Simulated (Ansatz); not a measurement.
Pressure series in AlV2C

The reference is AlV2C (space group P6_3/mmc, No. 194; a = 2.9054 Å, c = 13.1341 Å).

Cell and atoms are relaxed at each pressure.

Level of theory: Ansatz (a first-principles code), PBE, PAW, cutoff 420 eV, scalar-relativistic without spin-orbit coupling, earlier PAW set.

Notes on the quantities. enthalpy: H = E + PV relative to the base's energy.

```
case                   enthalpy  lattice parameter a
----------------  -------------  -------------------
base                          –              2.905 Å
pressure −2 GPa   -0.15 eV/atom              2.917 Å
pressure −1 GPa   -0.08 eV/atom              2.911 Å
pressure 0.3 GPa  +0.02 eV/atom              2.904 Å
pressure 0.7 GPa  +0.05 eV/atom              2.901 Å
pressure 1.5 GPa  +0.11 eV/atom                  ___
pressure 3 GPa    +0.22 eV/atom              2.889 Å
pressure 5 GPa    +0.37 eV/atom              2.879 Å
pressure 7.5 GPa  +0.55 eV/atom              2.866 Å
pressure 10 GPa   +0.73 eV/atom              2.855 Å
```

Q: Complete the table.

A: 
- pressure 1.5 GPa, lattice parameter a: 2.897 Å

Load acts through the strain it causes; cell and atoms are relaxed under it. No phonon test of stability was made. No other phases were tried under pressure. Starting moments died away, wholly or in part, for the base; another magnetic solution may exist. The final runs are not spin-polarised.
